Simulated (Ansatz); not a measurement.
Start from LiNbO$_{3}$ (space group R-3c, No. 167; a = 5.185 Å, c = 13.689 Å (hexagonal axes)).

Calculations: r2SCAN (Ansatz, a program for electronic structure), without spin-orbit coupling.

For the base:

| Property | Value |
|---|---|
| Volume per atom | 10.62 Å³ |

Modification: a hydrostatic pressure of 1.5 GPa.

Question: How does this affect the volume per atom?

Answer: The volume per atom shrinks by 0.097 Å³ to 10.53 Å³.

Load acts through the strain it causes; cell and atoms are relaxed under it. Whether these cells are dynamically stable was not tested.
